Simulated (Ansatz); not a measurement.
Base system: WC (space group P-6m2, No. 187; relaxed with 0.1 eV smearing).

```
CELL_PARAMETERS angstrom
      2.91268     0.00000     0.00000
     -1.45634     2.52245     0.00000
      0.00000     0.00000     2.83536
ATOMIC_POSITIONS crystal
  W  0.00000 0.00000 0.00000
  C  0.33333 0.66667 0.50000
```

Cartesian axes are those of the cell as printed.

Calculations: r2SCAN (Ansatz, a quantum-chemistry and plane-wave program, PAW, without spin-orbit coupling).

Perturbation: uniaxial strain ε_xx = −1.00 %, all other strain components held at zero, atoms relaxed at fixed cell.

Q: What happens to the stress and energy relative to the base?

A: The stress (xx, yy, zz, yz, xz, xy; compression positive) comes out as (7.7, 2.4, 1.8, 0.0, 0.0, 0.0) GPa; the energy rises by 2.5 meV/atom.

Stability against distortions was not tested. The final runs are not spin-polarised.
